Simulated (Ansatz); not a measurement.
C11b MoSi2 was calculated with PBE (PAW; Ansatz, a first-principles code).

Numerical settings: plane-wave cutoff 500 eV, 18×18×18 k mesh, Fermi–Dirac smearing 0.05 eV, no spin polarisation, scalar-relativistic PAW data made under PBE.

Computed at the level's own relaxed cell.

Estimate the equilibrium volume per atom, lattice parameter a and lattice parameter c that the calculation returns.


equilibrium volume per atom: 13.58 Å³/atom
lattice parameter a: 3.217 Å
lattice parameter c: 7.873 Å

Measured, for comparison: lattice constant a 3.205 Å, lattice parameter c 7.845 Å (temperature not stated, not corrected to a static lattice; as tabulated in Pavlosiuk et al. (2022), arXiv:2202.05362). Computed (rounded) less measured: lattice constant a +0.4 %, lattice parameter c +0.4 %.

The computed numbers hold no vibrational or temperature effects.
